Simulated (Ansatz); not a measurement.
The starting structures come from a database of crystals and need not be the phases stable at ambient conditions.

By PBEsol, the system below comes out a metal.

A figure of merit of an interconnect metal is its ballistic conductance per area.

Consider the following.

```
CELL_PARAMETERS angstrom
      3.73003     0.00000     0.00000
      0.00000     6.11156     0.00000
      0.00000     0.00000     5.75601
ATOMIC_POSITIONS crystal
  Ge 0.25000 0.41199 0.81393
  Ge 0.75000 0.58801 0.18607
  Ge 0.75000 0.91199 0.68607
  Ge 0.25000 0.08801 0.31393
  Pt 0.25000 0.80729 0.00185
  Pt 0.75000 0.19271 0.99815
  Pt 0.75000 0.30729 0.49815
  Pt 0.25000 0.69271 0.50185
```

Space group of this cell: Pnma. The cell is taken as given; by PBEsol its mean pressure is -2.1 GPa.

The current flows along the normal of the first two printed cell vectors. No spin-orbit coupling; the value is a mean over 0.1 eV about the Fermi level.

**Question.** State the ballistic conductance per area according to PBEsol (Ansatz, an electronic-structure program).

**Answer.** 0.37 × 10¹⁵ S/m² for both spins.
